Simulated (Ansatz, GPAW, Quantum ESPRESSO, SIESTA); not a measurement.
## FeCl4 (P1, 5 atoms in the cell) computed with different codes at matched settings

Self-consistent single point, at a second geometry (atoms moved at random). First geometry:

```
CELL_PARAMETERS angstrom
      3.83695    -4.60143     0.00000
      3.83695     4.60143     0.00000
      0.00000     0.00000     3.49635
ATOMIC_POSITIONS crystal
  Fe 0.50000 0.50000 0.50000
  Cl 0.73274 0.26726 0.50000
  Cl 0.26726 0.73274 0.50000
  Cl 0.28356 0.28356 0.00000
  Cl 0.71644 0.71644 0.00000
```
Moments meant for the start (each program seeds them in its own way; μB, in the order of the atoms Fe Cl Cl Cl Cl): 4.0 0.0 0.0 0.0 0.0.

Second geometry:
```yaml
crystal:
  lattice:
    - [3.83695, -4.60143, 0.00000]
    - [3.83695, 4.60143, 0.00000]
    - [0.00000, 0.00000, 3.49635]
  atoms:
    - { symbol: Fe, position: [0.50616, 0.50026, 0.50496], spin: 4.0 }
    - { symbol: Cl, position: [0.72636, 0.27507, 0.48478] }
    - { symbol: Cl, position: [0.26950, 0.72038, 0.50516] }
    - { symbol: Cl, position: [0.28441, 0.29627, 0.00887] }
    - { symbol: Cl, position: [0.71357, 0.70802, 0.99623] }
```
(The spins are starting values, not results.)

Shared settings, as Ansatz (a program for electronic structure) writes them: kpoints.mp_grid.grid = 3 3 5; scf.occupations.method = fermi_dirac; scf.occupations.width = 0.05 eV. Potentials and cutoffs stand in the table.

```tsv
code	model	ΔF from the first geometry (meV/atom)	pressure (GPa)	largest force (eV/Å)	size of the net moment (μB/atom)	cutoff
Ansatz	PBEsol, PAW files made with PBE	6.7	0.90	1.075	0.71	default
Quantum ESPRESSO	PBEsol, PseudoDojo standard norm-conserving (PBESOL) pseudopotentials	7.7	1.00	1.088	0.72	90 Ry
GPAW	PBEsol, GPAW PAW datasets PBEsol (made by gpaw-setup)	12.6	1.37	1.303	0.71	800 eV
SIESTA	GGA PBEsol, numerical atomic orbitals DZP, PseudoDojo PBEsol standard norm-conserving potentials (rewritten from UPF to PSML)	8.9	-1.96	1.184	0.72	grid 300 Ry
```

Size of the force on each atom (eV/Å): Sizes of forces hide their directions.

```json
[
 {"code": "Ansatz", "Fe1": "0.834", "Cl2": "1.075", "Cl3": "0.470", "Cl4": "0.253", "Cl5": "0.145"},
 {"code": "Quantum ESPRESSO", "Fe1": "0.836", "Cl2": "1.088", "Cl3": "0.480", "Cl4": "0.252", "Cl5": "0.175"},
 {"code": "GPAW", "Fe1": "0.881", "Cl2": "1.303", "Cl3": "0.637", "Cl4": "0.258", "Cl5": "0.203"},
 {"code": "SIESTA", "Fe1": "0.888", "Cl2": "1.184", "Cl3": "0.514", "Cl4": "0.241", "Cl5": "0.181"}
]
```

On Ansatz's run: the program's own search went on from the first solution to a lower state.

The spread over the programs that give each value: ΔF from the first geometry within 5.9 meV/atom; pressure within 3.33 GPa; largest force within 0.228 eV/Å; size of the net moment within 0.01 μB/atom.

SIESTA uses small atom-centred bases, whose incompleteness enters pressures, forces and empty levels differently from a plane-wave cutoff. Ansatz's pressure is given at a fixed set of plane waves, as the other plane-wave codes print theirs. In the pressure, SIESTA (by 2.96) lies more than 1 GPa from the median of the plane-wave programs. In the force vectors, GPAW (by 0.217) and SIESTA (by 0.098) lie more than 0.08 eV/Å from the median of the plane-wave programs.

The shared mesh is coarse (it stands for a supercell whose shortest vector is 17 Å), so the values are not converged in it.

The starting cell comes from a database of computed structures (which also holds hypothetical and non-ambient phases and stackings), without a prior relaxation at this level. For this run, on top of that: atoms moved at random.

Left out of this page: FLEUR (stopped by limits of time or memory).

Keys are those of Ansatz 0.2.
